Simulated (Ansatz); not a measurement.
The reference is NaF in the rock salt structure (space group Fm-3m, No. 225; a = 4.629 Å).

Calculations: Kohn–Sham DFT with the PBEsol functional, run in Ansatz (a program for electronic structure) with PAW and 420 eV plane waves, no spin-orbit coupling.

For the base:

The pressure is 0.0 kbar and the band gap is 6.20 eV.

Now apply this change: an isotropic linear strain of −2.00 %, atoms relaxed at fixed cell.

What does the calculation give for the pressure, energy relative to the base and band gap after the change?

The pressure goes from zero to 33.8 kbar; the energy grows by 7.3 meV/atom; the band gap increases by 0.33 eV, from 6.20 eV to 6.53 eV.

Stability against distortions was not tested.
